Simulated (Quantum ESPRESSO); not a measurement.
Quantum ESPRESSO is run on TaN (Fm-3m, 2 atoms in the cell), and the run fails. The aim is a zone-centre phonon calculation with DFT, PBEsol, plane waves, SSSP 1.1.2 efficiency (PBE) pseudopotentials.

The self-consistent step had converged with these keywords: prefix = run; ecutwfc = 45 Ry; ecutrho = 360 Ry; occupations = smearing; smearing = marzari-vanderbilt; degauss = 0.0036749 Ry; input_dft = pbesol; potentials = {Ta: Ta_pbe_v1.uspp.F.UPF, N: N.pbe-n-radius_5.UPF}; K_POINTS = automatic 13 13 13 0 0 0; conv_thr = 1e-11 Ry. The next shown step is ph.x.

The input file:

```fortran
phonons at the zone centre
&INPUTPH
    prefix = 'run'
    outdir = './work'
    tr2_ph = 1.0d-14
    fildyn = 'dyn.G'
    epsil = .true.
/
0.0 0.0 0.0
```

The program printed (abridged):

```
     Reading xml data from directory:

     ./work/run.save/

     G-vector sticks info
     --------------------
     sticks:   dense  smooth     PW     G-vecs:    dense   smooth      PW
     Sum         847     433    139                16529     5961    1067

     negative rho (up, down):  9.746E-02 0.000E+00
     Reading collected, re-writing distributed wavefunctions in ./work/

 %%%%%%%%%%%%%%%%%%%%%%%%%%%%%%%%%%%%%%%%%%%%%%%%%%%%%%%%%%%%%%%%%%%%%%%%%%%%%%
     Error in routine phq_readin (1):
     no elec. field with metals
 %%%%%%%%%%%%%%%%%%%%%%%%%%%%%%%%%%%%%%%%%%%%%%%%%%%%%%%%%%%%%%%%%%%%%%%%%%%%%%

     stopping ...
```

Question: From the messages shown, name the fault and mend the input.

Answer: The fault is the dielectric response asked with smeared occupations. The response to a homogeneous field is defined for insulators with fixed occupations. To fix it, drop the request, or use fixed occupations in an insulator. The program stopped in the step ph.x before computing anything there.

On the sound input: the starting cell comes from a database of computed structures (which also holds hypothetical and non-ambient phases and stackings), without a prior relaxation at this level. Its lattice was rescaled by a random factor within 2.5 % of one. Spin polarisation is off. With a pressure of about -6 GPa the cell is away from its equilibrium volume at this level.
